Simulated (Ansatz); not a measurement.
The starting structures come from a database of crystals and need not be the phases stable at ambient conditions.

The decay constant κ of evanescent states in the gap governs leakage through a thin film.

Here is the system:

```
BiCa3N
1.0
    6.93014     0.00000     0.00000
   -3.46507     6.00168     0.00000
    3.46507     2.00056     2.82922
Ca Bi N
3 1 1
Direct
  0.50000   0.00000   0.00000
  0.50000   0.50000   0.00000
  0.00000   0.50000   0.00000
  0.00000   0.00000   0.00000
  0.00000   0.50000   0.50000
```

Space group of this cell: Pm-3m, anti-perovskite. The cell is taken as given; by PBEsol its mean pressure is -1.9 GPa.

Transport runs along the normal of the first two printed cell vectors, the (111) plane of the conventional cell.

No gap correction and no spin-orbit coupling; mid-gap values are interpolated between computed energies.

**Question.** Compute, with PBEsol run with Ansatz (an electronic-structure program), the band gap and the smallest decay constant κ at mid-gap.

**Answer.** Gap 0.37 eV on a 10×10×10 mesh; κ = 0.051 1/Å, at the zone centre.
